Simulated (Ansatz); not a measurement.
## InAlN₂ (model structure, started from the LiGaO2 type, Pna2₁, No. 33, 16 atoms in the cell)

All values below come from PBEsol+SOC (plane waves, PAW; Ansatz, a first-principles code).

Numerical settings: plane-wave cutoff 520 eV, 6×4×6 k mesh (along the axes of the cell as run), Fermi–Dirac smearing 0.01 eV, PAW data made under PBE.

Cell (relaxed with PBEsol):

```xyz
16
Lattice="5.7136 0.0000 0.0000 0.0000 6.6348 0.0000 0.0000 0.0000 5.3618" Properties=species:S:1:pos:R:3 pbc="T T T"
In     3.3748     5.8152     5.3781
In     2.3388     0.8197     2.6972
In     5.1956     2.4978     2.6972
In     0.5180     4.1371     5.3781
Al     3.2944     2.4839     0.0277
Al     2.4192     4.1509     2.7086
Al     5.2759     5.8013     2.7086
Al     0.4376     0.8335     0.0277
N      0.3448     0.6896     1.9164
N      5.3687     5.9453     4.5973
N      2.5119     4.0070     4.5973
N      3.2016     2.6279     1.9164
N      2.2653     0.9711     4.8663
N      3.4482     5.6637     2.1854
N      0.5915     4.2886     2.1854
N      5.1221     2.3463     4.8663
```

```
Quantity                        Value
--------  ---------------------------
band gap  1.59 eV (on the SCF k mesh)
```

Note: the relaxation could raise the start's symmetry but not lower it, so the cell can be a saddle point.

Static lattice: no zero-point or thermal effects.

A model structure was made by putting elements into a prototype or built by hand; it is no filed structure, need not be a known phase, and can be a saddle point held by its symmetry.
